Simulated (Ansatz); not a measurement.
The parent structure is Lu in the hcp (Mg type) structure (space group P6_3/mmc, No. 194; a = 3.5044 Å, c = 5.4515 Å).

Method: DFT with r2SCAN, PAW potentials and a 500 eV plane-wave cutoff in Ansatz (a quantum-chemistry and plane-wave program), without spin-orbit coupling, earlier PAW set.

One change was made to it. Results:

```csv
quantity,base,after
lattice parameter a,3.504 Å,3.683 Å
c/a ratio,1.556,1.547
```

### Question
Name the change that was made.
A. Lu → Al
B. Lu → Ta
C. Lu → Y

### Answer
C, Lu → Y. For comparison, the lattice parameter a in the other runs: Lu → Al gives 2.817 Å; Lu → Ta gives 2.887 Å.

Whether these cells are dynamically stable was not tested. For Al and Ta in this form, whether it has been made was not checked. The final runs are not spin-polarised. This is not the structure that Al has at room temperature and ambient pressure. This is not the structure that Ta has at room temperature and ambient pressure.
